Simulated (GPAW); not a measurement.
A self-consistent single point of W (Im-3m, 1 atom in the cell) with GPAW.

Method: PBEsol, GPAW PAW datasets PBEsol (made by gpaw-setup) (plane waves; GPAW 25.7.0).

```
CELL_PARAMETERS angstrom
     -1.54587     1.54587     1.54587
      1.54587    -1.54587     1.54587
      1.54587     1.54587    -1.54587
ATOMIC_POSITIONS crystal
  W  0.00000 0.00000 0.00000
```

Reference input (self-consistent single point, DFT PBE, plane waves, GPAW PAW datasets PBE (gpaw-data 1.0.1)): mode = pw; ecut = 550 eV; xc = PBE; kpts = 12 12 12; mesh shift (steps) = 0 0 0; occupations.name = fermi-dirac; occupations.width = 0.1 eV; nbands = -7; symmetry.symmorphic = false; symmetry.tolerance = 0.0005; maxiter = 150. This run's input differs from it in these lines:

```diff
@@ -12,3 +12,3 @@
 calc = GPAW(mode=PW(550),
-            xc='PBE',
+            xc='PBEsol',
             kpts={'size': (12, 12, 12), 'gamma': True},
```

Its files differ too (potentials: GPAW PAW datasets PBEsol (made by gpaw-setup)).

Log, with long lists cut:

```
     iter     time        total  log10-change:
                         energy   eigst   dens
iter:   1 --:--:--   -12.575612
iter:   2 --:--:--   -12.545243   -2.10  -1.32
iter:   3 --:--:--   -12.406174   -1.64  -1.34
iter:   4 --:--:--   -12.394066   -4.53  -1.96
iter:   5 --:--:--   -12.363301   -2.75  -2.01
iter:   6 --:--:--   -12.363322   -5.26  -2.75
iter:   7 --:--:--   -12.363340c  -6.45  -3.80
iter:   8 --:--:--   -12.363325c  -5.80  -3.46
iter:   9 --:--:--   -12.363323c  -8.18c -4.42c
Converged after 9 iterations.

Dipole moment: (-0.000000, 0.000000, 0.000000) |e|*Ang

Energy contributions relative to reference atoms: (reference = -438642.771174)

Kinetic:        +16.027768
Potential:      -16.027087
External:        +0.000000
XC:             -12.317097
Entropy (-ST):   -0.016872
Local:           -0.038472
SIC:             +0.000000
--------------------------
Free energy:    -12.371759
Extrapolated:   -12.363323

Showing only first 2 kpts
 Kpt  Band  Eigenvalues  Occupancy
  0     5     14.37289    2.00000
  0     6     14.37289    2.00000
  0     7     14.37289    2.00000
  0     8     18.10823    0.00000

  1     5     14.14981    2.00000
  1     6     14.31452    2.00000
  1     7     14.72886    1.99988
  1     8     17.76613    0.00000

Fermi level: 15.70297

No gap
No difference between direct/indirect transitions
Energy (eV): -12.363323

Forces in eV/Ang:
  0 W     0.00000    0.00000    0.00000

Stress tensor:
    -0.132061     0.000000    -0.000000
     0.000000    -0.132061     0.000000
    -0.000000     0.000000    -0.132061
Stress (GPa, Voigt): [-21.1585 -21.1585 -21.1585   0.      -0.       0.    ]
```

The run converged in 9 iterations. GPAW prints stress with tension positive. Against the reference run the pressure goes from 31.34 to 21.16 GPa.

The starting cell has typed, rounded lattice constants, without a prior relaxation at this level. Its lattice was rescaled by a random factor within 2.5 % of one. Spin polarisation is off. With a pressure of about 21 GPa the cell is away from its equilibrium volume at this level.
